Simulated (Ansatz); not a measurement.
MnS (F-43m, No. 216, 2 atoms in the cell; start mp-1783; metastable phase), treated with r²SCAN (plane waves, PAW; Ansatz, a quantum-chemistry and plane-wave program).

Settings: plane-wave cutoff 560 eV, 20×20×20 k mesh, Fermi–Dirac smearing 0.05 eV, spin-polarised start, scalar-relativistic PAW data made under PBE.

Cell (relaxed at this level):

MnS is taken in the cubic space group F-43m (No. 216), the zinc blende structure, Pearson symbol cF8. Lattice parameters: a = b = c = 5.651 Å, α = β = γ = 90.00°. Mn on 4a is surrounded by 4 S at 2.447 Å (tetrahedral). S on 4d sees 4 Mn at 2.447 Å (tetrahedral). (Neighbours: up to the widest gap in distance over summed covalent radii, below 1.35, at either atom; cation-cation and far metal-metal contacts left out.)
(The calculation used a cell of 2 atoms; values per cell refer to that cell.)

### Question
Estimate the band gap and bulk modulus that the calculation returns.

### Answer

- band gap = 0.75 eV (on the SCF k mesh)
- bulk modulus = 65.9 GPa

Note: the magnetic order was assumed, not searched for or taken from measurement; the relaxation could not lower the start's symmetry, so the cell can be a saddle point above a distorted one; the bulk modulus is −V dP/dV from two relaxed cells at ±2 % in volume.

Static lattice: no zero-point or thermal effects.

A start named mp-… is a Materials Project structure, which need not be a measured phase.
